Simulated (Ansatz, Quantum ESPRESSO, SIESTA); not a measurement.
**One structure in several programs: Li3Mg (P1, 4 atoms in the cell)**

Self-consistent single point, at a second geometry (atoms moved at random). First geometry:

```xyz
4
Lattice="4.3043 0.0000 0.0000 0.0000 4.3043 0.0000 0.0000 0.0000 4.3043" Properties=species:S:1:pos:R:3 pbc="T T T"
Li     2.1522     2.1522     0.0000
Li     0.0000     2.1522     2.1522
Li     2.1522     0.0000     2.1522
Mg     0.0000     0.0000     0.0000
```

Second geometry:
```
CELL_PARAMETERS angstrom
      4.30430     0.00000     0.00000
      0.00000     4.30430     0.00000
      0.00000     0.00000     4.30430
ATOMIC_POSITIONS crystal
  Li 0.48838 0.49714 0.00458
  Li 0.01257 0.49731 0.49387
  Li 0.50753 0.99148 0.50208
  Mg 0.99152 0.01407 0.99947
```

Shared settings, as Ansatz (a quantum-chemistry and plane-wave program) writes them: kpoints.mp_grid.grid = 10 10 10; scf.occupations.method = gaussian; scf.occupations.width = 0.0073 Ry. Potentials and cutoffs stand in the table.

```json
[
 {"code": "Ansatz", "model": "PBEsol, PAW files made with PBE", "ΔF from the first geometry (meV/atom)": "4.1", "pressure (GPa)": "0.10", "largest force (eV/Å)": "0.188", "cutoff": "30.9 Ry"},
 {"code": "Quantum ESPRESSO", "model": "PBEsol, GBRV 1.5 ultrasoft (PBESOL) pseudopotentials", "ΔF from the first geometry (meV/atom)": "4.1", "pressure (GPa)": "0.11", "largest force (eV/Å)": "0.188", "cutoff": "40 Ry"},
 {"code": "SIESTA", "model": "GGA PBEsol, numerical atomic orbitals DZP, PseudoDojo PBEsol standard norm-conserving potentials (rewritten from UPF to PSML)", "ΔF from the first geometry (meV/atom)": "5.0", "pressure (GPa)": "0.38", "largest force (eV/Å)": "0.218", "cutoff": "grid 300 Ry"}
]
```

Size of the force on each atom (eV/Å): Sizes of forces hide their directions.

```csv
code,Li1,Li2,Li3,Mg4
Ansatz,0.134,0.140,0.088,0.188
Quantum ESPRESSO,0.134,0.140,0.087,0.188
SIESTA,0.149,0.156,0.097,0.218
```

The spread over the programs that give each value: ΔF from the first geometry within 0.9 meV/atom; pressure within 0.28 GPa; largest force within 0.030 eV/Å.

SIESTA uses small atom-centred bases, whose incompleteness enters pressures, forces and empty levels differently from a plane-wave cutoff. Ansatz's pressure is given at a fixed set of plane waves, as the other plane-wave codes print theirs.

The starting cell comes from a database of computed structures (which also holds hypothetical and non-ambient phases and stackings), without a prior relaxation at this level. Its lattice was rescaled by a random factor within 2.5 % of one. For this run, on top of that: atoms moved at random.

Left out of this page: CP2K (unsound by tests on forces, stress, charge or solver warnings).

Keys are those of Ansatz 0.2.
